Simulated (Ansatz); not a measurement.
The reference is La₂O₃ (space group P-3m1, No. 164; a = 3.9403 Å, c = 6.1880 Å).

Levels (all Ansatz, a quantum-chemistry and plane-wave program, PAW): PBE (420 eV, spin-orbit coupling left out); PBE+SOC (420 eV, spin-orbit coupling included).

The geometry is relaxed with PBE.

| Quantity | Value |
|---|---|
| PBE pressure | 0.01 GPa |
| PBE smallest direct gap | 3.96 eV |
| PBE band gap | 3.83 eV |

Q: Predict the pressure, smallest direct gap and band gap from PBE+SOC.

A: The pressure hardly moves (0.01 GPa against -0.01 GPa); the smallest direct gap drops by 0.01 eV, from 3.96 eV to 3.95 eV; the band gap decreases by 0.01 eV to 3.82 eV.

Single points use the geometry relaxed with PBE. Differences between runs with and without spin-orbit coupling are approximate. No phonon test of stability was made.
